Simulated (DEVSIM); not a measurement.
Structure: Ge p-i-n diode, at 400 K.

```tsv
layer (left to right)	material	thickness (μm)	Nd (cm⁻³)	Na (cm⁻³)	τn (s)	τp (s)
1	Ge	1.20	-	8.3e17	0.0001	0.0001
2	Ge	36.0	7.7e11	-	0.0001	0.0001
3	Ge	4.10	1.8e17	-	0.0001	0.0001
```

Left contact: ohmic. Right contact: ohmic. Voltage is applied to the left contact. Recombination: SRH at mid-gap, Auger. Mobility is constant in doping.

This is a model device: material constants are rounded textbook-type values typed into the input, and sizes, dopings and lifetimes were drawn at random. Values at 300 K; Nc and Nv go as T^1.5, mobilities as T to minus their exponent, the gap by Varshni's rule with the affinity fixed.

```csv
parameter,Ge
gap (eV),0.664
affinity (eV),4
permittivity,16
Nc (cm⁻³),1.04e19
Nv (cm⁻³),6e18
μn (cm²/Vs),3900
μp (cm²/Vs),1900
T exponent of μn,1.66
T exponent of μp,2.33
Cn (cm⁶/s),1e-31
Cp (cm⁶/s),1e-31
Varshni α (eV/K),0.000477
Varshni β (K),235
```

Simulated with DEVSIM: 1D drift-diffusion, Boltzmann statistics, complete ionisation; no tunnelling, impact ionisation, image-force lowering or self-heating.

### Question
Give the dark forward current.

### Answer

```json
[
 {"V (V)": "0.05", "J (A/cm²)": "1.2"},
 {"V (V)": "0.10", "J (A/cm²)": "5.8"},
 {"V (V)": "0.15", "J (A/cm²)": "21"},
 {"V (V)": "0.20", "J (A/cm²)": "66"},
 {"V (V)": "0.25", "J (A/cm²)": "180"},
 {"V (V)": "0.30", "J (A/cm²)": "400"},
 {"V (V)": "0.35", "J (A/cm²)": "790"},
 {"V (V)": "0.40", "J (A/cm²)": "1400"},
 {"V (V)": "0.45", "J (A/cm²)": "2200"}
]
```
